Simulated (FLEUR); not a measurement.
FLEUR run on ScIn₃ (Pm-3m, 4 atoms in the cell): self-consistent single point.

Computed with PBEsol, all-electron FLAPW (FLEUR), scalar-relativistic valence.

The change in words: lattice scaled by 0.98. Reference geometry:
```
CELL_PARAMETERS angstrom
      4.49569     0.00000     0.00000
      0.00000     4.49569     0.00000
      0.00000     0.00000     4.49569
ATOMIC_POSITIONS crystal
  Sc 0.00000 0.00000 0.00000
  In 0.00000 0.50000 0.50000
  In 0.50000 0.00000 0.50000
  In 0.50000 0.50000 0.00000
```

Reference input (self-consistent single point, DFT, PBEsol, all-electron FLAPW (FLEUR), scalar-relativistic valence): Kmax = 3.8 1/bohr; GmaxXC = 15.2 1/bohr; xcFunctional = PBEs; jspins = 1; l_soc = F; mode = hist; fermiSmearingEnergy = 0.00367493 Htr; mesh (inpgen div1-3) = 6 6 6; inpgen gamma flag = true; Gmax = 15.2 1/bohr; numbands = 0; maxIterBroyd = 15. This run's input differs from it in these lines:

```diff
@@ -3,5 +3,5 @@
 &input film=f /
-4.4956900000 0.0000000000 0.0000000000
-0.0000000000 4.4956900000 0.0000000000
-0.0000000000 0.0000000000 4.4956900000
+4.4057760000 0.0000000000 0.0000000000
+0.0000000000 4.4057760000 0.0000000000
+0.0000000000 0.0000000000 4.4057760000
 1.8897261246
@@ -46,5 +46,5 @@
          <bravaisMatrix>
-            <row-1>    8.4956228411029731     0.0000000000000000     0.0000000000000000</row-1>
-            <row-2>    0.0000000000000000     8.4956228411029731     0.0000000000000000</row-2>
-            <row-3>    0.0000000000000000     0.0000000000000000     8.4956228411029731</row-3>
+            <row-1>    8.3257100063356901     0.0000000000000000     0.0000000000000000</row-1>
+            <row-2>    0.0000000000000000     8.3257100063356901     0.0000000000000000</row-2>
+            <row-3>    0.0000000000000000     0.0000000000000000     8.3257100063356901</row-3>
          </bravaisMatrix>
```

The program printed (abridged):

```
 Iteration:     1   Distance:       4.71664998 me/bohr^3
 Iteration:     2   Distance:       4.16011058 me/bohr^3
 Iteration:     3   Distance:       2.67776988 me/bohr^3
 Iteration:     4   Distance:       1.77401254 me/bohr^3
 Iteration:     5   Distance:       2.17964769 me/bohr^3
   [... 6 lines left out ...]
 Iteration:    12   Distance:       0.00102930 me/bohr^3
 Iteration:    13   Distance:       0.00015295 me/bohr^3
 Iteration:    14   Distance:       0.00011747 me/bohr^3
 Iteration:    15   Distance:       0.00000418 me/bohr^3
 Run finished successfully
 Stop message:
   Structural relaxation: Done

[file out, last iteration]
             iter=     16
[...]
          total density-effective poten   -3.0356437353E+04
          total charge density-energy d   -5.1036775306E+02
 Updated energy parameters for spin:           1
[...]
 fermi energy and band-weighting factors:

[...]
FERMIE:
          first approx. to ef    (T=0)  :   0.325029 htr   (energy of the highest occ. eigenvalue)
          number of occ. states  (T=0)  :        502
          first approx. to seigv (T=0)  : -11.376765 htr
          sum of weights of occ. states :  25.013889
          sum of semicore charge        :   0.000000 e
FERHIS:  Fermi-Energy by histogram:
          bandgap                     :   0.008964 htr
   [... lines left out ...]
          charge neutrality (T=0)     :   0.027778    (zero if the highest occ. eigenvalue is "entirely" occupied)
     EF_NEWTON:  Adjust Fermi-Energy by Newton-Method.
 Direct bandgap for spin            1 :    1.1684831378819094E-002  Htr
 ---->    free energy=                    -18405.3138965198 htr
   [... lines left out ...]
      extrapolation for T->0
 ---->    total electron energy=          -18405.3130003755 htr
 ***** TOTAL FORCES ON ATOMS *****
 TOTAL FORCE FOR ATOM TYPE=  1  X=  0.000   Y=  0.000   Z=  0.000
                       FX_TOT= 0.000000 FY_TOT= 0.000000 FZ_TOT= 0.000000
 TOTAL FORCE FOR ATOM TYPE=  2  X=  0.000   Y=  4.163   Z=  4.163
                       FX_TOT= 0.000000 FY_TOT= 0.000000 FZ_TOT= 0.000000
 Structural relaxation: Done
```

The run converged in 15 iterations. FLEUR gives forces in its relaxation mode, with a further iteration, so its stop message speaks of a relaxation. Against the reference run the free energy goes up by 2.9 meV/atom.

The starting cell comes from a database of computed structures (which also holds hypothetical and non-ambient phases and stackings), without a prior relaxation at this level. For this run, on top of that: lattice scaled by 0.98. Values depend on the basis (sphere radii, cutoffs, local orbitals), which need not be converged. The log's line on a gap gives a spacing of levels on this mesh, which the program prints for metals too.

Cost on one core of a shared machine: roughly 2 min.
